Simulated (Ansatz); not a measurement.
The starting structures come from a database of crystals and need not be the phases stable at ambient conditions.

 Where the default PAW files enter, the runs use the earlier of Ansatz's two default sets.

Given:

```
CELL_PARAMETERS angstrom
      5.26168     0.00000     0.00000
     -2.04968     6.81128     0.00000
      0.70122     1.96171     4.64702
ATOMIC_POSITIONS crystal
  Li 0.60600 0.68680 0.75000
  Li 0.39400 0.31320 0.25000
  Al 0.00000 0.00000 0.00000
  Al 0.00000 0.50000 0.00000
  H  0.92920 0.15250 0.33780
  H  0.07080 0.84750 0.66220
  P  0.35690 0.73480 0.32720
  P  0.64310 0.26520 0.67280
  O  0.33430 0.15850 0.69750
  O  0.66570 0.84150 0.30250
  O  0.75980 0.42260 0.35510
  O  0.24020 0.57740 0.64490
  O  0.67640 0.38990 0.87460
  O  0.32360 0.61010 0.12540
  O  0.20750 0.89620 0.26390
  O  0.79250 0.10380 0.73610
  O  0.04230 0.22560 0.13600
  O  0.95770 0.77440 0.86400
```

Space group of this cell: P-1. The cell is taken as given; by PBEsol its mean pressure is -3.6 GPa.

Transport runs along the normal of the first two printed cell vectors.

No gap correction and no spin-orbit coupling; mid-gap values are interpolated between computed energies.

Question: Predict the band gap and the smallest decay constant κ at mid-gap from PBEsol (Ansatz, a first-principles code).

Answer: Gap 5.63 eV on a 6×6×8 mesh; κ = 0.459 1/Å, at the zone centre.
